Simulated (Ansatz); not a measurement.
Take BeTe in the zinc blende structure (space group F-43m, No. 216) as the base.

```yaml
crystal:
  lattice:
    - [0.00000, 2.80217, 2.80217]
    - [2.80217, 0.00000, 2.80217]
    - [2.80217, 2.80217, 0.00000]
  atoms:
    - { symbol: Be, position: [0.00000, 0.00000, 0.00000] }
    - { symbol: Te, position: [0.25000, 0.25000, 0.25000] }
```

Cartesian axes are those of the cell as printed.

Computed with PBEsol, PAW, 420 eV (Ansatz, a quantum-chemistry and plane-wave program; no spin-orbit coupling).

One thing is altered: every lattice vector is shortened by 2.50 %; the atoms relax in the strained cell.

Problem. Predict the stress tensor and what it implies for the stiffness.

Solution. Stress of the strained cell less that of the base (GPa, compression positive):
```
   5.33    0.00    0.00
   0.00    5.33    0.00
   0.00    0.00    5.33
```

Then B = −ΔP/(ΔV/V₀) with ΔV/V₀ = -0.0731 gives secant stiffness values (nonlinear terms included at this strain): B ≈ 73 GPa.

As a check, the harmonic strain energy −½ V₀ Δσ:ε is 27 meV/atom; the computed energy rise is 25 meV/atom.

Stability against distortions was not tested.
